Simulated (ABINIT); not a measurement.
A self-consistent single point of SiC (P6_3mc, 12 atoms in the cell) with ABINIT.

Method of the run: PBE, PAW (JTH v2.0 PBE PAW) (plane waves; ABINIT 10.0.3).

```
CELL_PARAMETERS angstrom
      3.00032     0.00000     0.00000
     -1.50016     2.59835     0.00000
      0.00000     0.00000    14.72365
ATOMIC_POSITIONS crystal
  Si 0.33333 0.66667 0.83299
  Si 0.66667 0.33333 0.33299
  Si 0.66667 0.33333 0.66650
  Si 0.33333 0.66667 0.16650
  Si 0.00000 0.00000 0.49973
  Si 0.00000 0.00000 0.99973
  C  0.00000 0.00000 0.87437
  C  0.00000 0.00000 0.37437
  C  0.33333 0.66667 0.70800
  C  0.66667 0.33333 0.20800
  C  0.66667 0.33333 0.54152
  C  0.33333 0.66667 0.04152
```

Reference input (self-consistent single point, DFT, PBE, plane waves, PAW (JTH v2.0 PBE PAW)): pseudos = [Si.GGA_PBE-JTH.xml, C.GGA_PBE-JTH.xml]; ecut = 571 eV; pawecutdg = 1143 eV; pawxcdev = 0; ixc = 11; occopt = 7; tsmear = 0.00036749 Ha; ngkpt = 8 8 1; nshiftk = 1; shiftk = 0 0 0; potentials = JTH v2.0 PBE PAW; nband = 31. This run's input differs from it in these lines:

```diff
@@ -25,4 +25,4 @@
          0.3333333333    0.6666666667    0.0415200000
-ecut 571 eV
-pawecutdg 1143 eV
+ecut 871 eV
+pawecutdg 1742 eV
 pawxcdev 0
```

Output, abridged:

```
--- !BeginCycle
solver: {iscf: 17, nstep: 60, nline: 4, wfoptalg: 10, }
tolerances: {tolvrs: 1.00E-10, }
...

     iter   Etot(hartree)      deltaE(h)  residm     nres2
 ETOT  1  -58.767222815053    -5.877E+01 5.157E-02 2.710E+02
 ETOT  2  -58.481808937539     2.854E-01 1.139E-02 2.588E+01
 ETOT  3  -58.467541781010     1.427E-02 2.975E-03 3.701E+00
 ETOT  4  -58.467508755452     3.303E-05 2.175E-03 3.159E-02
 ETOT  5  -58.467515273366    -6.518E-06 1.377E-03 6.696E-03
   [... 7 lines left out ...]
 ETOT 13  -58.467559137915    -1.545E-09 9.308E-06 4.880E-09
 ETOT 14  -58.467559138400    -4.846E-10 4.447E-06 5.021E-10
 ETOT 15  -58.467559138548    -1.480E-10 3.217E-06 2.367E-10
 ETOT 16  -58.467559138598    -4.971E-11 1.366E-06 2.268E-11
 At SCF step   16       nres2   =  2.27E-11 < tolvrs=  1.00E-10 =>converged.

 Cartesian components of stress tensor (hartree/bohr^3)
  sigma(1 1)= -7.84138035E-04  sigma(3 2)=  0.00000000E+00
  sigma(2 2)= -7.84138035E-04  sigma(3 1)=  0.00000000E+00
  sigma(3 3)= -7.74406435E-04  sigma(2 1)= -5.73684885E-15

 ----iterations are completed or convergence reached----

 reduced coordinates (array xred) for   12 atoms
       0.333333333333      0.666666666667      0.832990000000
       0.666666666667      0.333333333333      0.332990000000
       0.666666666667      0.333333333333      0.666500000000
       0.333333333333      0.666666666667      0.166500000000
       0.000000000000      0.000000000000      0.499730000000
       0.000000000000      0.000000000000      0.999730000000
   [... lines left out ...]
 Fermi (or HOMO) energy (hartree) =   0.37972   Average Vxc (hartree)=  -0.43365
 Fermi (or HOMO) energy (eV) =  10.33268   Average Vxc (eV)= -11.80023
   [... lines left out ...]
'-kT*entropy'       : -6.25398844298948E-19
total_energy        : -5.84675601524142E+01
total_energy_eV     : -1.59098322266498E+03
...

-Cartesian components of stress tensor (GPa)         [Pressure=  2.2975E+01 GPa]
- sigma(1 1)= -2.30701336E+01  sigma(3 2)=  0.00000000E+00
- sigma(2 2)= -2.30701336E+01  sigma(3 1)=  0.00000000E+00
- sigma(3 3)= -2.27838201E+01  sigma(2 1)= -1.68783892E-10

 Calculation completed.
```

The run converged in 16 iterations. Against the reference run the free energy falls by 2.4 meV/atom, the pressure goes from 23.11 to 22.97 GPa, the largest force goes from 0.021 to 0.016 eV/Å and the gap on the mesh stays at 2.009 eV.

The starting cell comes from a database of computed structures (which also holds hypothetical and non-ambient phases and stackings), without a prior relaxation at this level. Its lattice was rescaled by a random factor within 2.5 % of one.

Cost on one core of a shared machine: roughly 6 min.
